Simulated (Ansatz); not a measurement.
A (12,12) carbon nanotube, stretched and compressed along its axis from its relaxed period of 2.466 Å, atoms relaxed at each length.

All values below come from PBE (plane waves to 420 eV, PAW; Ansatz, a quantum-chemistry and plane-wave program). Mesh 1×1×30. No spin polarisation. Periodic along z alone, with about 11 Å of vacuum beside it. An idealised model, rolled from the flat sheet. Symmetry and one short period hold its shape; lower forms weren't sought. Buckling under compression is shut out by symmetry and the short period. Energies are free energies at a Fermi–Dirac width of 0.05 eV, from the unstrained cell.

| strain (%) | energy (meV a period) | axial force (nN) |
|---|---|---|
| -3.0 | (withheld) | (withheld) |
| -1.5 | +307 | -26.89 |
| 0.0 | 0 | +0.02 |
| +1.5 | (withheld) | (withheld) |
| +3.0 | +1143 | +48.27 |
| +6.0 | +4334 | +88.46 |

What belongs in the gaps?


- -3.0, energy (meV a period): +1261
- -3.0, axial force (nN): -56.15
- +1.5, energy (meV a period): +293
- +1.5, axial force (nN): +25.06
